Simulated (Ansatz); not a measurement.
BAs under load (space group I-4m2): band-edge transport data

```xyz
2
Lattice="0.0000 2.3522 2.6017 2.3522 0.0000 2.6017 2.3522 2.3522 0.0000" Properties=species:S:1:pos:R:3 pbc="T T T"
B      0.0000     0.0000     0.0000
As     1.1761     1.1761     1.3009
```

These are r2SCAN with spin-orbit coupling, rigid bands (plane waves, PAW; Ansatz, an electronic-structure program) values and carry that method's errors. Condition of this run: uniaxial stress along [001] of -22.4 GPa (compression positive) (the target of the relaxation). Cell: cell and atoms relaxed with PBEsol, then loaded as said.

```yaml
band_gap: 0.58 eV
electron conductivity mass (300 K, dilute): 0.36 (x), 0.36 (y), 0.23 (z) mₑ
hole conductivity mass (300 K, dilute): 0.27 (x), 0.27 (y), 0.21 (z) mₑ
effective density of states N_c (300 K): 2.3e19 cm⁻³
effective density of states N_v (300 K): 3.5e18 cm⁻³
density_of_states_mass_electrons: 0.94 mₑ
density_of_states_mass_holes: 0.27 mₑ
Seebeck coefficient, n-type 1e19 cm⁻³, 300 K: -286 μV/K
best n-type power factor at 300 K for τ = 10 fs (best axis; densities from 1e16 to 1e21 cm⁻³ tried, whether or not they can be reached): 15.4 μW/(cm·K²) at 1e20 cm⁻³
Seebeck coefficient, p-type 1e19 cm⁻³, 300 K: 200 μV/K
best p-type power factor at 300 K for τ = 10 fs (best axis; densities from 1e16 to 1e21 cm⁻³ tried, whether or not they can be reached): 7.8 μW/(cm·K²) at 1e20 cm⁻³
```

Rigid bands; masses and Seebeck coefficients take one relaxation time τ for all states and one kind of carrier; polarons and phonon drag are left out. Geometry: cell and atoms relaxed with PBEsol.
